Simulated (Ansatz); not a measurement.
# Migration barriers: interstitial Zn in zinc-blende InP, charge state +2

System: interstitial Zn in zinc-blende InP (charge state +2). These are PBE, PAW (plane waves to 420 eV; Ansatz, a first-principles code) values and carry that method's errors.

Cell of 64 host sites held at the relaxed PBE lattice; one k-point at (0.250, 0.250, 0.250); Fermi-Dirac width 0.05 eV, spin-restricted; finite-size errors left in. Static, classical nuclei. PBE gaps are too small, and in this host the defect's levels may merge with the bands. The charge state is imposed; whether it is stable for some Fermi level was not computed. Sites that were not tried may lie lower.

Barriers: single points on a 2×2×2 k-point mesh shifted by half a step at the bands' geometries.

```
Route                         Start site over the lowest site run (eV)  Hop (Å)  Forward barrier (eV)  Backward barrier (eV)                                                       Neighbours at the start                                                            Neighbours at the saddle                        Saddle order  Forward, on the band's own sampling (eV)
----------------------------  ----------------------------------------  -------  --------------------  ---------------------  ----------------------------------------------------------------------------  ----------------------------------------------------------------------------------  ----------------------------------  ----------------------------------------
a direct jump of one Zn atom                                      0.00     4.22                  0.95                   0.95  In at 3.10, 3 In at 3.11, In at 3.12, In at 3.13; 2 P at 2.52, 2 P at 2.53 Å  In at 2.64, 2 In at 2.85, In at 3.03; P at 2.54, P at 2.55, P at 2.79, P at 3.11 Å  not checked, on a symmetry element                                      0.95
```

Paths come from CI-NEB runs.  A band can be held on a symmetry element, so unchecked saddle points there may be too high.

The whole set of runs took about 2.4 core-hours (a rough figure).
